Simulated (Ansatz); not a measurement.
Consider ZnO in the wurtzite structure (space group P6_3mc, No. 186; a = 3.2352 Å, c = 5.2113 Å). Axes: x lies along a and z along c of the hexagonal cell.

All numbers come from r2SCAN (Ansatz, a quantum-chemistry and plane-wave program, PAW, spin-orbit coupling left out), earlier PAW set.

The change: uniaxial stress, 5 GPa tension along x, with the cell and atoms free to relax against it.

Task: What happens to the energy relative to the base and mean lateral Poisson ratio?

Result: The energy rises by 8.0 meV/atom; the mean lateral Poisson ratio is 0.39.

Load acts through the strain it causes; cell and atoms are relaxed under it. Beyond what the load breaks, stability against distortions was not tested.
